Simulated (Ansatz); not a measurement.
**ZrC: response to strain**

Consider ZrC in the rock salt structure (space group Fm-3m, No. 225; a = 4.669 Å; relaxed with 0.1 eV smearing).

Strains are applied to the cell and any free atomic positions relax.

All numbers come from PBEsol, PAW, 420 eV (Ansatz, an electronic-structure program; without spin-orbit coupling).

Notes on the quantities. energy relative to the base: free energy F.

```csv
variant,pressure,volume per atom,energy relative to the base
base,0.0 GPa,12.72 Å³,0 meV/atom
isotropic strain −3.00 %,25.9 GPa,11.61 Å³,+83 meV/atom
isotropic strain −2.50 %,20.9 GPa,11.79 Å³,+57 meV/atom
isotropic strain −1.50 %,11.7 GPa,12.16 Å³,+20 meV/atom
isotropic strain −1.00 %,[?],12.35 Å³,[?]
isotropic strain −0.50 %,3.7 GPa,12.53 Å³,+2.1 meV/atom
isotropic strain +0.50 %,-3.4 GPa,12.92 Å³,+2.1 meV/atom
isotropic strain +1.50 %,-9.6 GPa,13.30 Å³,+18 meV/atom
isotropic strain +2.50 %,-15.1 GPa,13.70 Å³,+49 meV/atom
isotropic strain +3.00 %,-17.5 GPa,13.90 Å³,+69 meV/atom
```

Question: Some entries are withheld; estimate them.

Answer: 
- isotropic strain −1.00 %, pressure: 7.6 GPa
- isotropic strain −1.00 %, energy relative to the base: +8.7 meV/atom

Stability against distortions was not tested. The final runs are not spin-polarised.
